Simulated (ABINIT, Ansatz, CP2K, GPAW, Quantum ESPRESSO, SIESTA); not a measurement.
# MgAl3 (I4/mmm, 4 atoms in the cell) computed with different codes at matched settings

Self-consistent single point.

```yaml
crystal:
  lattice:
    - [-2.04547, 2.04547, 4.12038]
    - [2.04547, -2.04547, 4.12038]
    - [2.04547, 2.04547, -4.12038]
  atoms:
    - { symbol: Mg, position: [0.00000, 0.00000, 0.00000] }
    - { symbol: Al, position: [0.50000, 0.50000, 0.00000] }
    - { symbol: Al, position: [0.25000, 0.75000, 0.50000] }
    - { symbol: Al, position: [0.75000, 0.25000, 0.50000] }
```

All programs got the same cell, k-point mesh and kind of occupations (in Ansatz's words: kpoints.mp_grid.grid = 8 8 8; scf.occupations.method = gaussian; scf.occupations.width = 0.1 eV); potentials, basis and cutoffs are each program's usual ones.

```tsv
code	model	pressure (GPa)	k-points	cutoff
Ansatz	PBEsol, PAW files made with PBE	0.93	59	420 eV
GPAW	PBEsol, GPAW PAW datasets PBEsol (made by gpaw-setup)	1.06	59	850 eV
CP2K	PBEsol, GPW, DZVP-MOLOPT-SR-GTH basis, GTH-PBE potentials (GTH_POTENTIALS)	2.88	260	grid 1000 Ry
ABINIT	PBEsol, norm-conserving pseudopotentials (PseudoDojo nc-sr-04 PBEsol standard)	0.91	59	42 Ha
Quantum ESPRESSO	PBEsol, GBRV 1.5 ultrasoft (PBESOL) pseudopotentials	0.88	59	40 Ry
SIESTA	GGA PBEsol, numerical atomic orbitals DZP, PseudoDojo PBEsol standard norm-conserving potentials (rewritten from UPF to PSML)	1.51	296	grid 300 Ry
```

The spread over the programs that give each value: pressure within 2.00 GPa.

The starting cell comes from a database of computed structures (which also holds hypothetical and non-ambient phases and stackings), without a prior relaxation at this level.

### Question
Why do the programs differ, and what cannot be compared?

### Answer
Differences of this kind can come from the potentials, where these differ, and from what each basis and cutoff leave unconverged. The zero of total energies and Fermi levels follows the potentials and each program's conventions, so they are not compared here. CP2K and SIESTA use small atom-centred bases, whose incompleteness enters pressures, forces and empty levels differently from a plane-wave cutoff. Ansatz's pressure is given at a fixed set of plane waves, as the other plane-wave codes print theirs. The programs reduce the same mesh by symmetry to different extents, which changes the work and not the result. In the pressure, CP2K (by 1.96) lies more than 1 GPa from the median of the plane-wave programs.

Left out of this page: Elk and FLEUR (not drawn, or without a comparable value).

Ansatz is a first-principles code.

Keys are those of Ansatz 0.2.
